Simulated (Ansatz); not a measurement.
Input:

```yaml
crystal:
  lattice:
    - [0.00000, 2.61747, 2.59241]
    - [2.61747, 0.00000, 2.59241]
    - [2.61747, 2.61747, 0.00000]
  atoms:
    - { symbol: Mg, position: [0.00000, 0.00000, 0.00000] }
    - { symbol: S, position: [0.50000, 0.50000, 0.50000] }
```

The numbers are results of r2SCAN with spin-orbit coupling, rigid bands (plane waves, PAW; Ansatz, a program for electronic structure), not measurements. Condition of this run: biaxial stress xx = yy = -1 GPa (compression positive) (the target of the relaxation). Geometry: cell and atoms relaxed with r2SCAN, then loaded as said.

Question: What conductivity effective mass do dilute holes have at 300 K?

Answer: 1.18 (x), 1.18 (y), 1.32 (z) mₑ.

Question: What conductivity effective mass do dilute electrons have at 300 K?

Answer: 0.33 (x), 0.33 (y), 0.46 (z) mₑ.

Question: And the band gap?

Answer: 3.37 eV at this level; semilocal functionals usually fall short of the measured gap.

Rigid bands, one relaxation time for all states, no polarons.
